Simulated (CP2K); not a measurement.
Worked example: self-consistent single point of ZnS (P6_3mc, 8 atoms in the cell) in CP2K.

Computed with PBE, GPW, DZVP-MOLOPT-SR-GTH basis, GTH-PBE potentials (GTH_POTENTIALS) (CP2K).

The change in words: lattice scaled by 0.98. Reference geometry:
```
CELL_PARAMETERS angstrom
      3.80819     0.00000     0.00000
     -1.90409     3.29799     0.00000
      0.00000     0.00000    12.45011
ATOMIC_POSITIONS crystal
  Zn 0.66667 0.33333 0.74993
  Zn 0.33333 0.66667 0.24993
  Zn 0.00000 0.00000 0.50000
  Zn 0.00000 0.00000 0.00000
  S  0.66667 0.33333 0.93773
  S  0.33333 0.66667 0.43773
  S  0.00000 0.00000 0.68734
  S  0.00000 0.00000 0.18734
```

Reference input (self-consistent single point, DFT PBE, GPW, DZVP-MOLOPT-SR-GTH basis, GTH-PBE potentials (GTH_POTENTIALS)): CUTOFF = 600 Ry; REL_CUTOFF = 50 Ry; KPOINTS/SCHEME = MONKHORST-PACK 7 7 2; GAMMA_CENTERED = T; XC_FUNCTIONAL = PBE; Zn/BASIS_SET = DZVP-MOLOPT-SR-GTH-q12; Zn/POTENTIAL = GTH-PBE-q12; S/BASIS_SET = DZVP-MOLOPT-SR-GTH-q6; S/POTENTIAL = GTH-PBE-q6; METHOD = GPW; EPS_DEFAULT = 1e-11; NGRIDS = 5. This run's input differs from it in these lines:

```diff
@@ -60,5 +60,5 @@
     &CELL
-      A 3.80818800 0.00000000 0.00000000
-      B -1.90409400 3.29798700 0.00000000
-      C 0.00000000 0.00000000 12.45010900
+      A 3.73202400 0.00000000 0.00000000
+      B -1.86601200 3.23202700 0.00000000
+      C 0.00000000 0.00000000 12.20110700
       PERIODIC XYZ
```

Log, with long lists cut:

```
 SCF WAVEFUNCTION OPTIMIZATION

  Step     Update method      Time    Convergence         Total energy    Change
     1 NoMix/Diag. 0.40E+00      -     1.63647090      -283.6424701282 -2.84E+02
     2 Broy./Diag. 0.40E+00      -     0.04542715      -282.8713623078  7.71E-01
     3 Broy./Diag. 0.40E+00      -     0.06484098      -282.7560105236  1.15E-01
     4 Broy./Diag. 0.40E+00      -     0.02240929      -282.9703256380 -2.14E-01
     5 Broy./Diag. 0.40E+00      -     0.00122960      -283.2010173412 -2.31E-01
     6 Broy./Diag. 0.40E+00      -     0.00157783      -283.1969566774  4.06E-03
   [... 8 lines left out ...]
    15 Broy./Diag. 0.40E+00      -     0.00000303      -283.1826946038 -3.71E-06
    16 Broy./Diag. 0.40E+00      -     0.00000200      -283.1827020468 -7.44E-06
    17 Broy./Diag. 0.40E+00      -     0.00000109      -283.1827026165 -5.70E-07
    18 Broy./Diag. 0.40E+00      -     0.00000094      -283.1826999841  2.63E-06
  *** SCF run converged in    18 steps ***

  Overlap energy of the core charge distribution:               0.00000001652292
  Self energy of the core charge distribution:               -415.31939091414665
  Core Hamiltonian energy:                                    123.88470108608139
  Hartree energy:                                              53.54399105708104
  Exchange-correlation energy:                                -45.29200122960476

  Total energy:                                              -283.18269998406606

 ENERGY| Total FORCE_EVAL ( QS ) energy [hartree]           -283.182700350401660

 FORCES| Atomic forces [hartree/bohr]
 FORCES|   Atom     x               y               z               |f|
 FORCES|      1 -1.17184834E-06  6.66696148E-07  2.90580642E-04   2.90583770E-04
   [... lines left out ...]

 STRESS| Analytical stress tensor [bar]
 STRESS|                        x                   y                   z
 STRESS|      x        8.36104373645E+04  -2.60871337470E+00   1.57102874993E-08
 STRESS|      y       -2.60871337470E+00   8.36075950097E+04   2.02555328038E-08
 STRESS|      z        1.57102874993E-08   2.02555328038E-08   8.42333415432E+04
 STRESS| 1/3 Trace                                             8.38171246391E+04
```

The run converged in 18 iterations. Against the reference run the free energy goes up by 39.0 meV/atom, the pressure goes from 2.69 to 8.38 GPa, the largest force goes from 0.015 to 0.024 eV/Å and the gap on the mesh goes from 2.171 to 2.449 eV.

The starting cell comes from a database of computed structures (which also holds hypothetical and non-ambient phases and stackings), without a prior relaxation at this level. Its lattice was rescaled by a random factor within 2.5 % of one. For this run, on top of that: lattice scaled by 0.98. Values carry the incompleteness of an atom-centred basis. With a pressure of about 8 GPa the cell is away from its equilibrium volume at this level.

Cost on one core of a shared machine: roughly 70 s.
